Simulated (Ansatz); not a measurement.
An Ansatz (a first-principles code) run: GaAs with a change (tensor shear ε_xy = +0.86 %); r2SCAN (Ansatz, PAW, no SOC).

Input:

Ansatz 0.2 input:
```yaml
crystal:
  lattice:
    - [0.0243667869, 2.8333473177, 2.8333473177]
    - [2.8333473177, 0.0243667869, 2.8333473177]
    - [2.8577141046, 2.8577141046, 0]
  atoms:
    - { symbol: Ga, position: [0, 0, 0] }
    - { symbol: As, position: [0.25, 0.25, 0.25] }
basis: { ecutwfc: 500, ecutrho_ratio: 4, xc_grid: 4, fft_grid_basis: typed }
kpoints: { mp_grid: { grid: [10, 10, 10] } }
hamiltonian:
  xc: r2scan
  dispersion: none
  pseudopotentials: { kind: paw }
scf: { occupations: { method: fermi_dirac, width: 0.05 }, convergence: { dr2_threshold: 0.0000000002 } }
relax: { f_tol: 0.005, max_steps: 50 }
output: { forces: true, stress: true }
checkpoint: { write: state.ck, write_every: 1000 }
```

Output (explanatory and most iteration lines left out):

```
Relaxation: its limit of steps is 50 (relax.max_steps)
Pseudopotential: Ga, paw, valence charge 13
Pseudopotential: As, paw, valence charge 15
Crystal: 2 atoms, lattice volume = 45.488 Å³
Basis set: ecut = 500 eV, 1167 PW (Γ), exchange–correlation on 120×120×120 points (64 copies of the dense FFT grid, shifted against one another)
Bands: 18, of which v1, the nominal top of the filled ones, is band 14 counted from 1 (13 counted from 0)
Symmetry: 4 space group operations
Space group: Imm2 (ITA 44), of the structure as read, at distance tolerance 3.6e-5 Å
k-points: 171 of 1000 (time reversal used)
Functional: x = r2scan, c = r2scan; τ floored in thin density (d = 2e-4 eV/Å³)
SCF iter   1: F=—  HF=-8655.745093 eV  |F-HF|=—  |Δ(HF+E_count)|=         —  Δρ=7.91e-3  dr2=1.07e-2  dr2_τ=4.30e-3  ethr=1.77e-3  ⟨swp⟩=5.6  Hψ=15090  notcnv=0
SCF iter   2: F=—  HF=-8655.754250 eV  |F-HF|=—  |Δ(HF+E_count)|=   9.16e-3  Δρ=1.63e-3  dr2=1.43e-3  dr2_τ=3.59e-5  ethr=3.83e-5  ⟨swp⟩=2.0  Hψ=7524  notcnv=0
SCF 1 converged in 8 iterations: F = -8655.754016 eV  dr2 = 1.57e-11
relax step   1: F+E_penalty+E_count = -8655.75401611 eV  Δ(F+E_penalty+E_count) = +0.000e0 eV  max|allowed force component| = 1.189e-1 eV/Å  Δτ_max = 0.0000 Å  (8 SCF iters, accepted)
Crystal: 2 atoms, lattice volume = 45.488 Å³
SCF iter   1: F=—  HF=-8655.754445 eV  |F-HF|=—  |Δ(HF+E_count)|=         —  Δρ=6.60e-4  dr2=7.78e-5  dr2_τ=1.94e-4  ethr=2.87e-7  ⟨swp⟩=2.0  Hψ=11372  notcnv=0
SCF iter   2: F=—  HF=-8655.754739 eV  |F-HF|=—  |Δ(HF+E_count)|=   2.94e-4  Δρ=3.08e-4  dr2=1.67e-5  dr2_τ=2.57e-7  ethr=2.78e-7  ⟨swp⟩=2.0  Hψ=4617  notcnv=0
SCF 2 converged in 7 iterations: F = -8655.754745 eV  dr2 = 1.66e-11
relax step   2: F+E_penalty+E_count = -8655.75474456 eV  Δ(F+E_penalty+E_count) = -7.285e-4 eV  max|allowed force component| = 2.297e-2 eV/Å  Δτ_max = 0.0051 Å  (7 SCF iters, accepted)
Crystal: 2 atoms, lattice volume = 45.488 Å³
SCF iter   1: F=—  HF=-8655.754755 eV  |F-HF|=—  |Δ(HF+E_count)|=         —  Δρ=1.58e-4  dr2=4.48e-6  dr2_τ=1.11e-5  ethr=1.59e-7  ⟨swp⟩=2.2  Hψ=7975  notcnv=0
SCF iter   2: F=—  HF=-8655.754773 eV  |F-HF|=—  |Δ(HF+E_count)|=   1.86e-5  Δρ=7.38e-5  dr2=9.62e-7  dr2_τ=1.50e-8  ethr=1.60e-8  ⟨swp⟩=2.0  Hψ=5984  notcnv=0
SCF 3 converged in 6 iterations: F = -8655.754773 eV  dr2 = 2.47e-11
relax step   3: F+E_penalty+E_count = -8655.75477282 eV  Δ(F+E_penalty+E_count) = -2.826e-5 eV  max|allowed force component| = 2.412e-6 eV/Å  Δτ_max = 0.0012 Å  (6 SCF iters, accepted)
Crystal: 2 atoms, lattice volume = 45.488 Å³
SCF iter   1: F=—  HF=-8655.754773 eV  |F-HF|=—  |Δ(HF+E_count)|=         —  Δρ=2.59e-7  dr2=2.47e-11  dr2_τ=3.61e-13  ethr=1.00e-12  ⟨swp⟩=2.4  Hψ=15532  notcnv=0
SCF iter   2: F=-8655.754773 eV  HF=-8655.754773 eV  |F-HF|=5.46e-12  |Δ(HF+E_count)|=  1.09e-11  Δρ=1.01e-7  dr2=2.91e-12  dr2_τ=8.72e-14  ethr=1.00e-12  ⟨swp⟩=4.0  Hψ=9696  notcnv=0
SCF 4 converged in 2 iterations: F = -8655.754773 eV  dr2 = 2.91e-12
SCF converged after 2 iterations
Free energy (F): -8655.754773 eV
Internal energy: -8655.754772 eV  (E = F + TS)
E sigma→0 (E₀):  -8655.754773 eV
Entropy (-TS):   -0.000000 eV (-0.000 meV/atom)
Fermi energy:    8.367954 eV
--- Forces (eV/Å), atoms counted from 1 ---
  atom   1  Ga    -0.00000000    -0.00000000    -0.00000190
  atom   2  As     0.00000000     0.00000000     0.00000124
--- Stress (GPa, compression-positive) ---
        0.019844      -1.038476       0.000000
       -1.038476       0.019844       0.000000
        0.000000       0.000000       0.000579
  P = ⅓ Tr σ = 0.0134 GPa (0.134 kbar)
--- Relaxed structure (3 steps of the walk, 3 accepted, 0 SCFs on fresh bases) ---
  atoms:
    - { symbol: Ga, position: [0.0011230184411838181, 0.0011230184411838181, -0.0011230184411838181] }
    - { symbol: As, position: [0.24887698155881624, 0.24887698155881624, 0.2511230184411838] }
```

The cells carry an imposed strain or load. No phonon test of stability was made. The cell was made from GaAs in the zinc blende structure (space group F-43m, No. 216) by this change: tensor shear ε_xy = +0.86 %.
